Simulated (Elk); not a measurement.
Elk 10.2.4, DFT, PBE, spin-polarised, all-electron FP-LAPW, Elk's shipped species files: a generated cell (prototype structure at a guessed volume, not a measured phase) of NaCoTe2 (space group R-3m), 4 atoms, spin-polarised from a ferromagnetic start, ending non-magnetic. Basis and mesh were picked for this test and aren't claimed converged.

| Quantity | Value |
|---|---|
| cell | 7.56, 7.56, 7.56 Å; 30.4, 30.4, 30.4° |
| task | ground state |
| xctype | 20 |
| spinpol | true |
| reducebf | 0.5 |
| swidth | 0.004 Hartree |
| k mesh (ngridk) | 8×8×8 |
| maxscl | 100 |
| rgkmax | 7 (default) |
| empty states an atom (nempty) | 4 (default) |
| epspot (Hartree) | 1e-06 (default) |
| epsengy (Hartree) | 0.0001 (default) |
| k-points after symmetry (for each spin) | 65 |
| largest matrix size | 332 |
| valence states | 88 |

Settings of this run: mixtype = 3, mixsdb = 5, broydpm = [0.4, 0.15], tefvit = true; 4 threads, 1 BLAS thread.

```
loop  total energy (Hartree)  RMS change in potential
----  ----------------------  -----------------------
1             -15008.7661350                        -
2             -15161.7112767             0.9900989852
3             -15174.0143414              1.008007278
4             -15180.2881172              1.026949078
5             -15177.6364736              1.026523736
6             -15161.6008971              1.039144574
7             -14921.0285542              2.073570871
8             -15155.6244274              1.060385406
9             -15152.1005965              1.133176607
10            -15127.9788374             0.1838802244
11            -15136.9436545             0.2615716674
12            -15138.2521169             0.1962779432
13            -15160.5451117             0.1771084631
14            -15144.0669067         0.8178575020E-01
…                          …                        …
51            -15150.3710822         0.2505982783E-02
52            -15150.2366546         0.1602428808E-02
53            -15150.0624508         0.4017254101E-03
54            -15150.0745725         0.2332403213E-03
55            -15150.1069609         0.5389684612E-03
56            -15150.1244217         0.6185361041E-03
57            -15150.1624837         0.1066697873E-02
58            -15150.1488876         0.8744195927E-03
…                          …                        …
93            -15150.0176730         0.3408835787E-03
94            -15150.1312950         0.8791591831E-03
95            -15150.0919705         0.3835800197E-03
96            -15150.0462939         0.1072512072E-03
97            -15150.0464265         0.1035483367E-03
98            -15150.0577583         0.4116912593E-04
99            -15150.0590620         0.4465575628E-04
100           -15150.0727339                        -
```

The run ended without self-consistency in 100 loops.

### Question
Which change of settings makes this cycle converge?

### Answer
This is not unique; one that fits is tefvit = false (default) (33 self-consistent loops), all else kept. With more settings changed, the fewest of all runs of this system: broydpm = [0.7, 0.15], tefvit = false (default) (26). Counts are of single runs.
